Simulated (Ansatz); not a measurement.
AlP (model structure, started from the litharge type, P4/nmm, No. 129, 4 atoms in the cell): volume per atom by level of theory

No measured value is used here.

```json
[
 {"level (code)": "PBE (Ansatz)", "value (Å³/atom)": "17.31"},
 {"level (code)": "PBEsol (Ansatz)", "value (Å³/atom)": "16.66"},
 {"level (code)": "PBE-D3(BJ) (Ansatz)", "value (Å³/atom)": "16.33"}
]
```

Ansatz's density-functional and Hartree–Fock values are scalar-relativistic unless marked +SOC, with PAW data made under PBE.

A model structure was made by putting elements into a prototype or built by hand; it is no filed structure, need not be a known phase, and can be a saddle point held by its symmetry.

Ansatz is a quantum-chemistry and plane-wave program.
